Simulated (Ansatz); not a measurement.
Ansatz (a program for electronic structure), DFT, PBE, plane waves, its default PAW files: W(110) slab of 8 layers, 1x1, atoms displaced (W8), unrelaxed, 8 atoms. Basis and mesh were picked for this test and aren't claimed converged.

```
Item                                                         Value
------------------------------  ----------------------------------
cell                            3.17, 2.74, 25.67 Å; 90, 90, 54.7°
distance to the nearest atom                        2.68 to 2.74 Å
task                                                  single point
k mesh                                                     10×10×1
hamiltonian.xc                                                 pbe
kind of files                                                  paw
scf.occupations.method                                    gaussian
scf.occupations.width                                      0.05 eV
scf.initial_density.chi_scale                                  0.1
output.forces                                                 true
binding of workers (--pin)                                     off
k-point pools (--kpoint-pools)                                   1
memory maximum (--max-ram)                                    8GiB
accuracy                                          medium (default)
basis.precision                                     auto (default)
basis.xc_grid                                          2 (default)
scf.eigensolver.kind                                auto (default)
scf.convergence.dr2_threshold                      1e-07 (default)
scf.lower_state_search                             light (default)
k-points after symmetry                                         52
bands at the start                                              68
electrons                                                      112
plane waves at Γ                                              3599
cutoff (eV)                                                    420
FFT grid                                                 24×20×180
symmetry operations                                              1
```

One run each.

All on 4 threads. Base settings, kept where nothing else is said: scf.mixing.algorithm = auto (default), scf.mixing.preconditioner = auto (default), scf.algorithm = auto (default) (scf.mixing.beta, scf.mixing.ndim, scf.mixing.q_tf not set). The settings tried:…
- scf.mixing.algorithm = broyden, scf.mixing.preconditioner = kerker
- scf.mixing.algorithm = broyden, scf.mixing.preconditioner = kerker, scf.mixing.q_tf = 1.5 1/Å
- scf.mixing.ndim = 16
- scf.mixing.algorithm = broyden
- scf.mixing.algorithm = broyden, scf.mixing.beta = 1
- scf.mixing.preconditioner = kerker
- the base settings
- scf.algorithm = direct_min
- scf.mixing.preconditioner = local_kerker
- scf.mixing.algorithm = broyden, scf.mixing.preconditioner = kerker, scf.mixing.q_tf = 0.5 1/Å
- scf.mixing.algorithm = anderson, scf.mixing.ndim = 4
- scf.mixing.algorithm = anderson, scf.mixing.ndim = 16
- scf.mixing.algorithm = broyden, scf.mixing.beta = 0.7
- scf.mixing.algorithm = msr1
- scf.mixing.algorithm = anderson
- scf.mixing.preconditioner = none
- scf.mixing.ndim = 4
- scf.mixing.algorithm = broyden, scf.mixing.beta = 0.3
- scf.mixing.algorithm = anderson, scf.mixing.ndim = 1
- scf.mixing.preconditioner = ldos
- scf.mixing.algorithm = broyden, scf.mixing.preconditioner = none
- scf.mixing.algorithm = broyden, scf.mixing.beta = 0.1
- scf.mixing.preconditioner = kerker_dos

Q: Predict which of these converge in the fewest SCF iterations.

A: Fewest SCF iterations, with those close behind: scf.algorithm = direct_min (8); the base settings (11); scf.mixing.algorithm = msr1 (11); scf.mixing.algorithm = anderson (11); scf.mixing.preconditioner = ldos (11); scf.mixing.algorithm = broyden, scf.mixing.beta = 0.7 (11); scf.mixing.ndim = 16 (11). Most among those that reach the base run's result: scf.mixing.algorithm = broyden, scf.mixing.preconditioner = none (31); scf.mixing.preconditioner = none (31). No count from: scf.mixing.algorithm = anderson, scf.mixing.ndim = 1 (unfinished when stopped at the time that we allowed, after 30 SCF iterations). All the others converged. In the base run the program took: scf.mixing.algorithm MSR1, scf.mixing.preconditioner LDOS, scf.eigensolver.kind band_cg, --slots 4.

```
setting                                                                                        SCF iterations  applications of H to a band        end
---------------------------------------------------------------------------------------------  --------------  ---------------------------  ---------
scf.algorithm = direct_min                                                                                  8                       592897  converged
the base settings                                                                                          11                        85289  converged
scf.mixing.algorithm = msr1                                                                                11                        85289  converged
scf.mixing.algorithm = anderson                                                                            11                        92094  converged
scf.mixing.preconditioner = ldos                                                                           11                        85289  converged
scf.mixing.algorithm = broyden, scf.mixing.beta = 0.7                                                      11                        76654  converged
scf.mixing.ndim = 16                                                                                       11                        85244  converged
scf.mixing.algorithm = broyden                                                                             12                        93678  converged
scf.mixing.algorithm = broyden, scf.mixing.beta = 1                                                        12                        93678  converged
scf.mixing.algorithm = anderson, scf.mixing.ndim = 4                                                       12                        95359  converged
scf.mixing.algorithm = anderson, scf.mixing.ndim = 16                                                      12                        93290  converged
scf.mixing.ndim = 4                                                                                        13                        91063  converged
scf.mixing.algorithm = broyden, scf.mixing.beta = 0.3                                                      14                        83449  converged
scf.mixing.algorithm = broyden, scf.mixing.beta = 0.1                                                      21                       122472  converged
scf.mixing.algorithm = broyden, scf.mixing.preconditioner = kerker, scf.mixing.q_tf = 0.5 1/Å              22                       131445  converged
scf.mixing.algorithm = broyden, scf.mixing.preconditioner = kerker, scf.mixing.q_tf = 1.5 1/Å              22                       115690  converged
scf.mixing.preconditioner = local_kerker                                                                   23                       159670  converged
scf.mixing.preconditioner = kerker                                                                         24                       116903  converged
scf.mixing.algorithm = broyden, scf.mixing.preconditioner = kerker                                         25                       128878  converged
scf.mixing.preconditioner = kerker_dos                                                                     26                       128266  converged
scf.mixing.preconditioner = none                                                                           31                       263456  converged
scf.mixing.algorithm = broyden, scf.mixing.preconditioner = none                                           31                       317396  converged
```

An iteration's cost differs between solvers, so these counts don't give the time.

Keys are those of Ansatz 0.2.
